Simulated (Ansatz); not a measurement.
# Gd (Fm-3m, No. 225, 1 atom in the cell; start mp-614502; another form than the element's usual one)

Level of theory: r²SCAN in Ansatz (PAW).

Numerical settings: plane-wave cutoff 560 eV, 18×18×18 k mesh, Fermi–Dirac smearing 0.05 eV, spin-polarised start, scalar-relativistic PAW data made under PBE.

Cell (relaxed at this level):

Gd is modelled in the cubic space group Fm-3m (No. 225), the fcc (Cu type) structure, Pearson symbol cF4. Cell: a = b = c = 5.1734 Å, α = β = γ = 90.00°. Gd on 4a is coordinated by 12 Gd at 3.658 Å and 6 Gd at 5.173 Å. (Neighbours: up to the widest gap in distance over summed covalent radii, below 1.35, at either atom.)
(The calculation used a cell of 1 atom; values per cell refer to that cell.)

| Quantity | Value |
|---|---|
| bulk modulus | 35.4 GPa |

Note: the magnetic order was assumed, not searched for or taken from measurement; the bulk modulus is −V dP/dV from two relaxed cells at ±2 % in volume; the relaxation could not lower the start's symmetry, so the cell can be a saddle point above a distorted one; the 4f shell is treated without U or exact exchange, so its levels and filling can be wrong.

Spin–orbit coupling is not included.

It cost very roughly 120 core-seconds of CPU time.

A start named mp-… is a Materials Project structure, which need not be a measured phase.

Ansatz is a first-principles code.
